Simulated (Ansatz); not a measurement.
Consider In2Au (space group Fm-3m, No. 225; a = 6.5387 Å).

Perturbation: cell and atoms relaxed at a pressure of 5 GPa.

Levels (all Ansatz, a program for electronic structure, PAW): PBEsol (420 eV, no spin-orbit coupling); PBEsol+SOC (420 eV, spin-orbit coupling included).

The geometry is relaxed with PBEsol.

| Quantity | Result |
|---|---|
| PBEsol pressure | 5.0 GPa |

With PBEsol+SOC at the same geometry, the pressure shrinks by 0.8 GPa, from 5.0 GPa to 4.2 GPa.

Single points use the geometry relaxed with PBEsol. The spin-orbit shifts are approximate. Load acts through the strain it causes; cell and atoms are relaxed under it. Whether these cells are dynamically stable was not tested. Competing high-pressure phases were not computed.
